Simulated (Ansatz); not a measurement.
Subject: the energy change from cell B to cell A (net 1 Sc added, other atoms rearranged, in a slab cell with four atoms a plane). Reaction: cell B + Sc (hcp) → cell A. Negative: the products are lower in energy.

Cell A: a slab of W (bcc, Im-3m) cut along (100), 32 atoms, square cell of 6.37 Å (40.5 Å²), symmetry P4mm within 0.02 Å, 11.8 Å thick under 16 Å of vacuum, in-plane vectors held at the crystal's; planes from bottom to top: W4 × 7 | ScO2 | Ba, its two faces unlike (dipole correction applied); added, foreign or displaced atoms, above the top plane: two times O bound to 4 W at 2.66 Å; Sc bound to 4 W at 2.84 Å; Ba bound to 4 W at 3.38 Å; spin state with PBE: run without spin, k-point mesh 6×6×1.
```xyz
32
Lattice="6.3674 0.0000 0.0000 0.0000 6.3674 0.0000 0.0000 0.0000 28.0156" Properties=species:S:1:pos:R:3 pbc="T T T"
W     -0.0003     0.0003     8.1350
W      3.1840     0.0003     8.1350
W     -0.0003     3.1834     8.1350
W      3.1840     3.1834     8.1350
W      1.5919     1.5919     9.5457
W      4.7756     1.5919     9.5434
W      1.5919     4.7756     9.5464
W      4.7756     4.7756     9.5457
W      0.0000     0.0000    11.1749
W      3.1837     0.0000    11.1749
W      0.0000     3.1837    11.1749
W      3.1837     3.1837    11.1749
W      1.5919     1.5919    12.7575
W      4.7756     1.5919    12.7493
W      1.5919     4.7756    12.7524
W      4.7756     4.7756    12.7575
W      0.0023    -0.0023    14.3309
W      3.1814    -0.0023    14.3309
W      0.0023     3.1860    14.3309
W      3.1814     3.1860    14.3309
W      1.5919     1.5919    15.9217
W      4.7756     1.5919    15.9576
W      1.5919     4.7756    15.9695
W      4.7756     4.7756    15.9217
W     -0.0099     0.0099    17.4328
W      3.1936     0.0099    17.4328
W     -0.0099     3.1738    17.4328
W      3.1936     3.1738    17.4328
O      1.5919     1.5919    18.8568
O      4.7756     4.7756    18.8568
Sc     4.7756     1.5919    19.1831
Ba     1.5919     4.7756    19.9470
```

Cell B: a slab of W (bcc, Im-3m) cut along (100), 31 atoms, square cell of 6.37 Å (40.5 Å²), symmetry P4mm within 0.02 Å, 11.8 Å thick under 16 Å of vacuum, in-plane vectors held at the crystal's; planes from bottom to top: W4 × 7 | O2 | Ba, its two faces unlike (dipole correction applied); added, foreign or displaced atoms, above the top plane: two times O bound to 5 W at 2.14–2.32 Å; Ba bound to 5 W at 3.46–3.86 Å; spin state with PBE: run without spin, k-point mesh 6×6×1.
```
BaW28O2
1.0
    6.36741     0.00000     0.00000
    0.00000     6.36741     0.00000
    0.00000     0.00000    28.01559
W O Ba
28 2 1
Direct
  0.00110   0.99890   0.29185
  0.49890   0.99890   0.29185
  0.00110   0.50110   0.29185
  0.49890   0.50110   0.29185
  0.25000   0.25000   0.34212
  0.75000   0.25000   0.34209
  0.25000   0.75000   0.34214
  0.75000   0.75000   0.34212
  0.99961   0.00039   0.40033
  0.50039   0.00039   0.40033
  0.99961   0.49961   0.40033
  0.50039   0.49961   0.40033
  0.25000   0.25000   0.45631
  0.75000   0.25000   0.45689
  0.25000   0.75000   0.45644
  0.75000   0.75000   0.45631
  0.99795   0.00205   0.51335
  0.50205   0.00205   0.51335
  0.99795   0.49795   0.51335
  0.50205   0.49795   0.51335
  0.25000   0.25000   0.56790
  0.75000   0.25000   0.57507
  0.25000   0.75000   0.56820
  0.75000   0.75000   0.56790
  0.02374   0.97626   0.62596
  0.47626   0.97626   0.62596
  0.02374   0.52374   0.62596
  0.47626   0.52374   0.62596
  0.25000   0.25000   0.64412
  0.75000   0.75000   0.64412
  0.75000   0.25000   0.71282
```

Reference: Sc (hcp, P6₃/mmc), 2 atoms in the cell, k-point mesh 24×24×12 on the run's own vectors. Conventional cell: a = b = 3.3177 Å, c = 5.1849 Å, α = β = 90.00°, γ = 120.00°.

Computed with Ansatz (plane waves, PAW), its default PAW set, cutoff 420 eV, 500 eV for r2SCAN. The structures are at rest with PBE, within the held lattices; other levels are single points on them. Neutral cells; Fermi-Dirac smearing of at most 0.10 eV in the solids, energies taken to zero width. The lattices are those relaxed with PBE, so at other levels the solids can be strained, which adds to the spread. Larger cells are relaxed from a start prepared with the learned potential CHGNet, on a coarser mesh till forces fall under 0.03 eV/Å, which some starts already meet. A dispersion term (D3(BJ), or D4 for r2SCAN) was computed beside these levels and is taken off wherever the name lacks it. No zero-point or thermal terms. The structures are the rest points that the relaxations reached, not proven lowest. The runs are scalar-relativistic, without spin-orbit coupling. The d electrons get no Hubbard U. No correction for cell size. Cell A has symmetry P4mm within 0.02 Å and got no random move, so less symmetric positions, which may lie lower, weren't tried. Cell B has symmetry P4mm within 0.02 Å and got no random move, so less symmetric positions, which may lie lower, weren't tried.

Task: Estimate the value that r2SCAN returns for this input.

Result: 1.11 eV, for cell B + Sc (hcp) → cell A.

Task: How does the value move with the functional?

Result: 
```tsv
Method	value (eV)	less r2SCAN
PBE	0.68	-0.43
```

The levels shown span 0.43 eV, from PBE (0.68) to r2SCAN (1.11).

Ansatz is a program for electronic structure.
